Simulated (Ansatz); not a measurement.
The reference is La (space group P6_3/mmc, No. 194; a = 3.784 Å, c = 12.068 Å; relaxed with 0.1 eV smearing).

Calculations: r2SCAN/PAW in Ansatz (a first-principles code), no SOC.

Base values:

* **Pressure**: 0.0 GPa
* **Band gap**: zero

It is then changed as follows: every lattice vector is stretched by 0.81 %, atoms relaxed at fixed cell.

Question: What happens to the energy relative to the base, pressure and band gap?

Answer: The energy grows by 1.6 meV/atom; the pressure (mean of the normal stresses, compression positive) goes from zero to -0.5 GPa; the band gap is still zero.

The cells carry an imposed strain or load. No phonon test of stability was made.
